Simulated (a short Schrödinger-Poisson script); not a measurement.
Stack: MOS inversion layer, Si3N4 on p-type Si(110), at 300 K.

```csv
layer,material,thickness (nm),Na (cm⁻³)
1,Si3N4,2,-
2,Si,720,3.6e17
```

The device is made up for the run: typed textbook-type constants, with dimensions and the other settings drawn at random. Si3N4: permittivity 7.5, conduction-band edge (eV) 1.95, gap (eV) 5.1, electron mass (mₑ) 0.5. Si: permittivity 11.7, conduction-band edge (eV) 0, gap (eV) 1.124, Nv at 300 K (cm⁻³) 3.1e19.

Channel valleys (confinement mass, in-plane density-of-states mass, number): Δ4 0.315, 0.324, 4; Δ2 0.19, 0.417, 2. At the gate the conduction-band edge of layer 1 lies 2.49 eV − eVg above the Fermi level of the channel; the field vanishes at the back. Gaps are held at their typed values at every temperature. Mesh 0.03 nm at interfaces.

From a short Schrödinger-Poisson script (our own, NumPy): 1D Poisson equation in equilibrium, electrons classical, Fermi-Dirac, parabolic valleys, classical holes, full ionisation, no traps, pinning or gate leakage.

The same stack at other levels of the model or other numerical settings:

```
run                                        sheet density of all electrons at Vg = 1.35 V (cm⁻²)  sheet density of all electrons at Vg = 0.75 V (cm⁻²)  capacitance at Vg = 1.35 V (μF/cm²)  centroid of the channel electrons at Vg = 1.35 V (nm)  rough cost against the base
-----------------------------------------  ----------------------------------------------------  ----------------------------------------------------  -----------------------------------  -----------------------------------------------------  ---------------------------
base                                                                                    1.19e13                                               1.95e12                                 2.79                                                   0.59                      about 1
electrons treated as classical, Boltzmann                                               1.29e13                                               2.03e12                                 3.08                                                   0.38                          0.2
electrons treated as quantum, Hartree                                                   9.35e12                                               1.03e12                                 2.47                                                    ___                            7
mesh six times as coarse                                                                    ___                                               1.88e12                                  ___                                                   0.67                          0.3
```

**Question.** Some entries are withheld; supply them.

**Answer.** 
- mesh six times as coarse, sheet density of all electrons at Vg = 1.35 V (cm⁻²): 1.16e13
- electrons treated as quantum, Hartree, centroid of the channel electrons at Vg = 1.35 V (nm): 1.52
- mesh six times as coarse, capacitance at Vg = 1.35 V (μF/cm²): 2.73

The classical rows ignore confinement, and Boltzmann statistics overrate the density once the band edge passes the Fermi level.
